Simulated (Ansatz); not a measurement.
Hypothetical CdI2 type SiO2, carrier doping

The reference is SiO$_{2}$ in the CdI2 type structure (space group P-3m1, No. 164; a = 2.6861 Å, c = 4.6018 Å; a hypothetical phase, not in the database extracts checked; layered, stacked along the Cartesian z axis).

Carriers are added at fixed cell with a uniform background; the Fermi–Dirac width is that of 300 K.

Level of theory: PBE-D3(BJ) (Ansatz, a first-principles code), no spin-orbit coupling, earlier PAW set.

Notes on the quantities. Fermi level from band edge: Fermi level relative to the doped band's edge (positive inside the band; to 0.05 eV).

```
change                    Fermi level from band edge  gap between the host's bands
------------------------  --------------------------  ----------------------------
undoped                                            –                       6.16 eV
electrons 1.0×10^21 cm⁻³                    +0.70 eV                       6.13 eV
electrons 1.5×10^21 cm⁻³                    +0.80 eV                       6.12 eV
electrons 3.0×10^21 cm⁻³                    +1.20 eV                       6.09 eV
electrons 5.0×10^21 cm⁻³                    +1.60 eV                       6.04 eV
holes 1.0×10^21 cm⁻³                        +0.05 eV                       6.19 eV
holes 1.5×10^21 cm⁻³                        +0.05 eV                       6.21 eV
holes 3.0×10^21 cm⁻³                               ?                             ?
holes 5.0×10^21 cm⁻³                        +0.15 eV                       6.33 eV
```

Question: Complete the table.

Answer: 
- holes 3.0×10^21 cm⁻³, Fermi level from band edge: +0.10 eV
- holes 3.0×10^21 cm⁻³, gap between the host's bands: 6.26 eV

Charged cell with a jellium background: band edges are those of the host's band count, energies are not comparable with the neutral cell, and many-body gap narrowing is missing. Whether these cells are dynamically stable was not tested.
